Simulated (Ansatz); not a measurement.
Start from Ti$_{3}$Al (space group P6_3/mmc, No. 194; a = 5.7556 Å, c = 4.6550 Å).

Calculations: PBE (Ansatz, a first-principles code), no spin-orbit coupling.

For the base:

The pressure is 0.0 GPa and the band gap is zero.

One thing is altered: every lattice vector is stretched by 5.44 %; the atoms relax in the strained cell.

Question: What does the calculation give for the pressure, energy relative to the base and band gap after the change?

Answer: The pressure (mean of the normal stresses, compression positive) goes from zero to -13.4 GPa; the energy increases by 137 meV/atom; the band gap is still zero.

No phonon test of stability was made. The final runs are not spin-polarised.
